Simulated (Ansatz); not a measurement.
The reference is MgO in the rock salt structure (space group Fm-3m, No. 225; a = 4.214 Å). Axes: x, y, z lie along the cube axes.

Level of theory: Ansatz (an electronic-structure program) PBEsol, no spin-orbit coupling.

Before the change:

```
Quantity                             Value
---------------------  -------------------
Pressure                          0.00 GPa
Valence-band top at Γ  0.00, 0.00, 0.00 eV
```

Perturbation: the cell is stretched by 4.07 % along y with no lateral relaxation, atoms relaxed at fixed cell.

**Question.** How does this affect the pressure and valence-band top at Γ?

**Answer.** The pressure (mean of the normal stresses, compression positive) goes from zero to -5.33 GPa; the valence-band top at Γ (three highest levels, from the VBM) becomes 0.00, -0.08, -0.08 eV (base: 0.00, 0.00, 0.00 eV).

The levels and masses belong to the bands next to the band gap. The cells carry an imposed strain or load. No phonon test of stability was made.
